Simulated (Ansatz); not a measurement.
System: C (model structure, P6₁22, No. 178, 6 atoms in the cell). Method: G0W0@PBEsol in Ansatz (hard PAW, contour deformation).

The same calculation (at the PBEsol cell, 6.133 Å³/atom) with different numerical settings; throughout: k mesh 3×3×2:

```
run  response cutoff (eV)  empty bands  quasiparticle gap on the mesh (eV)  quasiparticle gap at Γ (eV)  rough time
---  --------------------  -----------  ----------------------------------  ---------------------------  ----------
1                     100          153                               7.637                        8.667   10 core-s
2                     150          282                               7.781                        8.771   20 core-s
3                     200          434                               7.850                        8.821   50 core-s
4                     250          607                               7.881                        8.849   90 core-s
5                     300          798                                 [?]                          [?]  3 core-min
```

### Question
Fill in the missing entries.

### Answer

- 5, quasiparticle gap on the mesh (eV): 7.894
- 5, quasiparticle gap at Γ (eV): 8.861

In the column quasiparticle gap on the mesh (eV) the first row differs from the last by -0.257 and the next to last by -0.013.

The last row is no converged limit: other settings stay fixed.

A model structure was made by putting elements into a prototype or built by hand; it is no filed structure, need not be a known phase, and can be a saddle point held by its symmetry.

Ansatz is an electronic-structure program.
